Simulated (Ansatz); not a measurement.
Start from Zr in the hcp (Mg type) structure (space group P6_3/mmc, No. 194; a = 3.231 Å, c = 5.173 Å). Axes: x lies along a and z along c of the hexagonal cell.

The values are results of Ansatz (a program for electronic structure), PBE, PAW, cutoff 420 eV, spin-orbit coupling left out, not measurements.

For the base:

```
Item                            Result
-----------------------------  -------
Shortest interatomic distance  3.189 Å
Pressure                       0.0 GPa
```

The change: biaxial strain +0.56 %, plane normal [001], relaxed out of plane (Cartesian); in-plane vectors clamped, the third vector and the atoms free.

What does the calculation give for the shortest interatomic distance after the change?

The shortest interatomic distance shrinks by 0.003 Å (3.189 Å → 3.186 Å).

What happens to the pressure?

The pressure (mean of the normal stresses, compression positive) goes from zero to -0.6 GPa.

No phonon test of stability was made. All final runs are without spin polarisation.
